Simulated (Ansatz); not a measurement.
Start from Rb$_{2}$GeF$_{6}$ (space group P-3m1, No. 164; a = 5.829 Å, c = 4.774 Å).

The values are results of DFT with r2SCAN, PAW potentials and a 500 eV plane-wave cutoff in Ansatz (a quantum-chemistry and plane-wave program), no spin-orbit coupling, not measurements.

Base values:

* **Smallest direct gap**: 7.26 eV
* **Electron mass**: 0.62 mₑ along c, 0.59 mₑ across (at Γ)

It is then changed as follows: cell and atoms relaxed at a pressure of 1.5 GPa.

**Question.** What happens to the smallest direct gap, electron mass and mean gap deformation potential ΔEg/Δln V?

**Answer.** The smallest direct gap rises by 0.15 eV to 7.41 eV; the electron mass becomes 0.64 mₑ along c, 0.60 mₑ across (at Γ) (base: 0.62 mₑ along c, 0.59 mₑ across (at Γ)); the mean gap deformation potential ΔEg/Δln V is -3.3 eV.

Load acts through the strain it causes; cell and atoms are relaxed under it. Effective masses come from finite differences of ±0.01 Å⁻¹. No phonon test of stability was made.
